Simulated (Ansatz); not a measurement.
## hypothetical CsCl type NbAs with two functionals, biaxial strain +2.08 %, plane normal [111], relaxed out of plane

The reference is NbAs in the CsCl type structure (space group Pm-3m, No. 221; a = 3.218 Å; a hypothetical phase, not in the database extracts checked; relaxed with 0.1 eV smearing). Axes: x, y, z lie along the cube axes.

(Cell as relaxed with PBE.)

Levels (all Ansatz, an electronic-structure program, PAW): PBE (420 eV, no SOC); PBEsol (420 eV, no SOC).

Each level relaxes its own structure.

```tsv
base	PBE	PBEsol
volume per atom	16.66 Å³	16.09 Å³
lattice parameter a	3.218 Å	3.181 Å
band gap	zero	zero
```

Modification: biaxial strain +2.08 %, plane normal [111], relaxed out of plane (Cartesian); in-plane vectors clamped, the third vector and the atoms free.

| quantity | PBE | PBEsol |
|---|---|---|
| energy relative to the base (free energy F) | +15 meV/atom | +16 meV/atom |
| mean in-plane stress (compression positive) | -6.5 GPa | -7.3 GPa |
| volume per atom | 17.16 Å³ | 16.58 Å³ |

PBE's energy relative to the base lies 1.1 meV/atom below PBEsol's; PBE's in-plane stress lies 0.72 GPa above PBEsol's; PBE's volume per atom lies 0.58 Å³ above PBEsol's (3.5 %). Neither level is exact; PBEsol is the comparison here, not a measurement.

No phonon test of stability was made. The final runs are not spin-polarised.
